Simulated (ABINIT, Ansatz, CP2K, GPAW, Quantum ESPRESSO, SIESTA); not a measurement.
# Code comparison for GaIr (Pm-3m, 2 atoms in the cell)

Self-consistent single point, at a second geometry (lattice scaled by 0.98). First geometry:

```xyz
2
Lattice="3.0285 0.0000 0.0000 0.0000 3.0285 0.0000 0.0000 0.0000 3.0285" Properties=species:S:1:pos:R:3 pbc="T T T"
Ga     0.0000     0.0000     0.0000
Ir     1.5143     1.5143     1.5143
```

Shared settings, as Ansatz (a first-principles code) writes them: kpoints.mp_grid.grid = 9 9 9; scf.occupations.method = gaussian; scf.occupations.width = 0.0073 Ry. Potentials and cutoffs stand in the table.

| code | model | ΔF from the first geometry (meV/atom) | pressure (GPa) | cutoff |
|---|---|---|---|---|
| CP2K | PBEsol, GPW, DZVP-MOLOPT-SR-GTH basis, GTH-PBE potentials (GTH_POTENTIALS) | 39.3 | 16.60 | grid 600 Ry |
| ABINIT | PBEsol, norm-conserving pseudopotentials (PseudoDojo nc-sr-04 PBEsol standard) | 30.0 | 14.51 | 40 Ha |
| SIESTA | GGA PBEsol, numerical atomic orbitals DZP, PseudoDojo PBEsol standard norm-conserving potentials (rewritten from UPF to PSML) | 40.3 | 16.69 | grid 300 Ry |
| GPAW | PBEsol, GPAW PAW datasets PBEsol (made by gpaw-setup) | 36.5 | 16.07 | 550 eV |
| Quantum ESPRESSO | PBEsol, PseudoDojo standard norm-conserving (PBESOL) pseudopotentials | 30.0 | 14.51 | 80 Ry |
| Ansatz | PBEsol, PAW files made with PBE | 28.8 | 14.24 | 30.9 Ry |

On Ansatz's run: spin-orbit coupling is off. Spin polarisation is off.

The spread over the programs that give each value: ΔF from the first geometry within 11.5 meV/atom; pressure within 2.45 GPa.

CP2K and SIESTA use small atom-centred bases, whose incompleteness enters pressures, forces and empty levels differently from a plane-wave cutoff. Ansatz's pressure is given at a fixed set of plane waves, as the other plane-wave codes print theirs; with its correction for the finite basis it is 14.31 GPa. In the pressure, CP2K (by 2.10), SIESTA (by 2.18) and GPAW (by 1.56) lie more than 1 GPa from the median of the plane-wave programs.

The starting cell comes from a database of computed structures (which also holds hypothetical and non-ambient phases and stackings), without a prior relaxation at this level. For this run, on top of that: lattice scaled by 0.98.

Left out of this page: Elk and FLEUR (not drawn, or without a comparable value).

Keys are those of Ansatz 0.2.
